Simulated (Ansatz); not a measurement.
Consider this model of amorphous Si$_{16}$Ti$_{8}$O$_{48}$.

```
TiO6Si2
1.0
   10.24629     0.03061    -0.01076
    0.03061    10.20302     0.01272
   -0.01076     0.01272    10.15968
Si Ti O
16 8 48
Cartesian
  3.00269   5.35488   2.79114
  6.70997   3.54275   5.45774
  5.97652   1.19876   3.48865
  7.89798   7.58169   6.83722
  9.61145   9.71736   9.66525
  6.12403   5.33927   3.04235
  1.83879   2.32354   7.59532
  2.82454   5.11886   7.56907
  6.31651   6.95753   9.23822
  0.54285   4.97014   1.20354
  3.13802   7.98216   3.19627
  2.89476   9.71260   7.33808
  2.13692   0.53338  10.02135
  6.68725   3.94984   8.41375
  6.93741   2.97691   1.09831
  1.12825   3.47699   3.77114
  4.70948   7.50047   5.96775
  8.44652   7.45513   1.54427
  7.47869   8.38772   4.21339
  3.22807   6.85485  10.13249
  0.71697   7.44671   7.78394
  9.51259   2.77888   9.36882
  9.75890   4.50472   6.55352
  2.67424   0.86410   3.07992
  2.87886   3.51423   7.20314
  2.18164   5.40561   1.33088
  9.17929   0.97268   9.05955
  4.34237   1.21725   3.67845
  4.29634   9.11914   6.73537
  8.87735   8.33850   3.15271
  2.34438   0.98484   6.78417
  6.28391   5.51513   8.45826
  0.36753   4.13032  10.01327
  0.24749   4.05827   2.52830
  3.75246   6.06904   6.57450
  9.13135   6.45826   6.95140
  1.23361   5.58791   7.35085
  6.30476   1.75170   1.97272
  6.17463   3.18938   9.78401
  2.69234   3.96511   3.54895
  8.37958   8.76217   5.81784
  7.15368   7.95860   8.23736
  8.26108   4.03776   5.65233
  2.85628   0.93990   1.25996
  1.73351   1.91965   9.20327
  0.29010   2.88353   7.40793
  6.56729   9.88626   3.69407
  3.07892   9.88453   8.96878
  4.58458   5.48486   2.45215
  1.26228   1.85948   3.75000
  0.56019   4.17691   5.12305
  2.33381   9.35473   3.53291
  4.78540   7.49232   9.38441
  4.44336   7.89699   4.22433
  1.73037   7.40421   9.29884
  5.94471   4.66966   4.53836
  3.31498   5.28434   9.10574
  2.35526   6.59580   3.64176
  8.49969   2.73601   0.72245
  9.73866   8.65842   8.41853
  3.41905   7.85282   1.60429
  8.34523   3.83332   8.33575
  8.64341   9.00668   0.59584
  9.85560   6.33293   1.23505
  6.09925   3.37425   6.98457
  6.64806   2.13041   4.65653
  6.87538   4.31794   2.02679
  0.83216   9.90237   0.25853
  6.55965   7.15342   5.86059
  1.78223   8.58915   6.86590
  7.05941   6.79260   0.49854
  6.97541   6.74122   3.11232
```

Methods: PBE, scalar-relativistic without spin-orbit coupling (Ansatz, a first-principles code); r2SCAN, scalar-relativistic without spin-orbit coupling (Ansatz); HSE06, scalar-relativistic without spin-orbit coupling (Ansatz). Neutral PBE cell, which sets geometry, pressure and energy: sampling: a 2×2×2 Γ-centred mesh; Fermi-Dirac width 0.02 eV; no spin polarisation. Exact exchange is cut at the faces of this 10 Å cell, which leaves hybrid gaps a finite-size error.

A CHGNet melt-quench gave the starting glass, which DFT then relaxed. O atoms were pushed apart under 1.9 Å during the dynamics, to hinder bonds among them. The hot cell started wider than the set density and was brought back towards it in steps. It is the lowest in DFT energy of 2 quenches. It is a model cell: composition and starting density were chosen by hand, and all elements were melted together. No dispersion term was used. Its density started from a set value of 2.65 and ended at 2.50 g/cm³. The simulated quench (nominally 390 K/ps over its main leg) is rapid and tends to freeze in more defects than a deposited or slowly cooled glass has. A cell of this size samples the disorder only roughly. Volume and shape were free in the relaxation.

**Question.** Give the pressure, the energy against reference phases and the spacing of the highest filled and lowest empty levels.

**Answer.** 
The pressure on a 2×2×2 Γ-centred mesh comes out as 0.06 GPa. The largest force and stress component on that mesh (the relaxation ran on the zone centre alone) comes out as 0.04 eV/Å and 0.1 GPa and the energy relative to alpha cristobalite + anatase TiO2 (lowest mix at this level among the phases computed, not always the ambient ones) is 0.113 eV/atom. The gap between localised states on a 2×2×2 Γ-centred mesh (PBE) is 3.06 eV and the gap between localised states at the zone centre (PBE) comes out as 3.07 eV. The gap between localised states at the zone centre (r2SCAN) is 3.41 eV, the gap between localised states at the zone centre (HSE06) comes out as 4.70 eV and the distance between the nearest levels spread over more than a fifth of the atoms or a third of the atoms of their main element (six at least) (PBE, zone centre) is 3.76 eV.

**Question.** At PBE and the zone centre, how localised are the states just below and above the Fermi level (participation number: the atoms over which a state spreads)?

**Answer.** The highest filled state is spread over 12.2 atoms' worth, largest on O63, with weights by element (charge in smoothed Voronoi cells) O 0.96, Ti 0.02, Si 0.02. The lowest empty state is spread over 2.2 atoms' worth, largest on Ti23, with weights by element (charge in smoothed Voronoi cells) Ti 0.78, O 0.20, Si 0.02.

At PBE the levels at both edges of the gap are localised (band-tail or defect states), and the nearest spread-out levels lie 3.8 eV apart at the zone centre.

Cut-offs for bonds: Si-Si 2.60 Å, Si-Ti 2.78 Å, Si-O 1.90 Å, Ti-Ti 3.12 Å, Ti-O 2.46 Å, O-O 1.58 Å. Two cations that share two anions don't count as bonded, nor two that share one unless they lie closer than Si-Si 2.38 Å, Si-Ti 2.71 Å, Ti-Ti 3.04 Å.
